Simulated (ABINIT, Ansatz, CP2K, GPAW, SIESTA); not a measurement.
## One structure in several programs: SrO (Fm-3m, 2 atoms in the cell)

Band-structure calculation.

```
SrO
1.0
    0.00000     2.58000     2.58000
    2.58000     0.00000     2.58000
    2.58000     2.58000     0.00000
Sr O
1 1
Direct
  0.00000   0.00000   0.00000
  0.50000   0.50000   0.50000
```

Shared settings, as Ansatz (a program for electronic structure) writes them: kpoints.mp_grid.grid = 8 8 8; scf.occupations.method = fermi_dirac; scf.occupations.width = 0.05 eV. Potentials and cutoffs stand in the table.

| code | model | gap along the path (eV) | smallest direct gap (eV) | cutoff |
|---|---|---|---|---|
| CP2K | PBE, GPW, DZVP-MOLOPT-SR-GTH basis, GTH-PBE potentials (GTH_POTENTIALS) | 3.41 | 3.54 | grid 500 Ry |
| Ansatz | PBE, default PAW files | 3.32 | 3.40 | default |
| SIESTA | GGA PBE, numerical atomic orbitals DZP, PseudoDojo PBE standard norm-conserving potentials (rewritten from UPF to PSML) | 3.14 | 3.14 | grid 350 Ry |
| ABINIT | PBE, norm-conserving pseudopotentials (PseudoDojo nc-sr-05 PBE standard) | 3.33 | 3.41 | 84 Ry |
| GPAW | PBE, GPAW PAW datasets PBE (gpaw-data 1.0.1) | 3.37 | 3.45 | 950 eV |

The spread over the programs that give each value: gap along the path within 0.27 eV; smallest direct gap within 0.40 eV.

CP2K and SIESTA use small atom-centred bases, whose incompleteness enters pressures, forces and empty levels differently from a plane-wave cutoff.

In the gap along the path, SIESTA stands apart from the plane-wave programs.

The starting cell has typed, rounded lattice constants, without a prior relaxation at this level.

Left out of this page: Quantum ESPRESSO, Elk and FLEUR (not drawn, or without a comparable value).

Keys are those of Ansatz 0.2.
